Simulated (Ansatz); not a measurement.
**A series of runs on Tc₃P (Fm-3m, 4 atoms in the cell)**

```xyz
4
Lattice="0.0000 3.2805 3.2805 3.2805 0.0000 3.2805 3.2805 3.2805 0.0000" Properties=species:S:1:pos:R:3 pbc="T T T"
P      0.0000     0.0000     0.0000
Tc     3.2805     3.2805     3.2805
Tc     1.6402     1.6402     1.6402
Tc     4.9207     4.9207     4.9207
```

Base run A: Ansatz (a quantum-chemistry and plane-wave program) with PBE, harder PAW files (source: ansatz), self-consistent single point.

Its settings: basis.ecutwfc = 600 eV; kpoints.mp_grid.grid = 5 5 5; hamiltonian.xc = pbe; hamiltonian.pseudopotentials = {kind: paw, source: ansatz}; scf.occupations.method = fermi_dirac; scf.occupations.width = 0.05 eV.

The starting cell was generated: these elements placed on a structure prototype, without a prior relaxation; it need not be a known phase or ordering of this composition. Spin polarisation is off. In the base run, with a pressure of about -36 GPa the cell is away from its equilibrium volume at this level. Ansatz's pressure includes its estimate of the finite-basis (Pulay) stress.

Runs:
- B: hamiltonian.xc: pbe → lda [LDA (PW92)]
- C: hamiltonian.xc: pbe → pbesol [PBEsol]
- D: hamiltonian.xc: pbe → rpbe [RPBE]
- E: hamiltonian.xc: pbe → revpbe [revPBE]
- F: hamiltonian.xc: pbe → blyp [BLYP]
- G: hamiltonian.xc: pbe → r2scan [r2SCAN]

Q: What does run B change against A?

A: The pressure goes from -35.58 to -44.04 GPa.

Q: What does run G change against A?

A: The pressure goes from -35.58 to -39.15 GPa.

```json
[
 {"run": "A", "pressure (GPa)": "-35.58"},
 {"run": "B", "pressure (GPa)": "-44.04"},
 {"run": "C", "pressure (GPa)": "-41.28"},
 {"run": "D", "pressure (GPa)": "-33.01"},
 {"run": "E", "pressure (GPa)": "-33.73"},
 {"run": "F", "pressure (GPa)": "-26.62"},
 {"run": "G", "pressure (GPa)": "-39.15"}
]
```

Keys are those of Ansatz 0.2.
